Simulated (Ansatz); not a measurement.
Ta2O5 (model structure, Pbam, No. 55, 14 atoms in the cell), treated with r²SCAN+rVV10 (PAW; Ansatz, a program for electronic structure).

Run with plane-wave cutoff 560 eV, 6×6×10 k mesh (along the axes of the cell as run), Fermi–Dirac smearing 0.01 eV, scalar-relativistic PAW data made under PBE.

Cell (relaxed at this level):

Space group Pbam (No. 55); a = 6.200 Å, b = 7.304 Å, c = 3.778 Å, α = β = γ = 90.00°

| atom | site | symmetry | x | y | z |
|---|---|---|---|---|---|
| Ta | 4g | ..m | 0.2759 | 0.1199 | 0.0000 |
| O | 4h | ..m | 0.3032 | 0.1592 | 0.5000 |
| O | 2a | ..2/m | 0.0000 | 0.0000 | 0.0000 |
| O | 4g | ..m | 0.1105 | 0.3603 | 0.0000 |

Problem. Estimate the band gap and Γ–Γ gap that the calculation returns.

Solution. 
band gap: 2.68 eV (on the SCF k mesh)
Γ–Γ gap: 3.80 eV

Note: the relaxation could raise the start's symmetry but not lower it, so the cell can be a saddle point.

Spin–orbit coupling is not included.

Computed values are for the static lattice.

Cost on a shared machine: roughly 15 core-minutes.

A model structure was made by putting elements into a prototype or built by hand; it is no filed structure, need not be a known phase, and can be a saddle point held by its symmetry.
